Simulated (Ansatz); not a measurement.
Consider the following.

```
CELL_PARAMETERS angstrom
      0.00000     2.01710     2.01710
      1.90206     0.00000     2.01710
      1.90206     2.01710     0.00000
ATOMIC_POSITIONS crystal
  H  0.00000 0.00000 0.00000
  Li 0.50000 0.50000 0.50000
```

No spin polarisation.

All numbers come from Ansatz (a program for electronic structure) r2SCAN, no SOC. Settings: 14×14×14 k-points, 0.05 eV Fermi–Dirac smearing.

Q: Estimate the gap character.

A: Indirect, M → X.

Q: Estimate the smallest direct gap.

A: 3.48 eV.

Load acts through the strain it causes; cell and atoms are relaxed under it. Stability under load was not tested beyond the relaxation. The cell was made from LiH in the rock salt structure (space group Fm-3m, No. 225) by this change: uniaxial stress, 5 GPa compression along x.
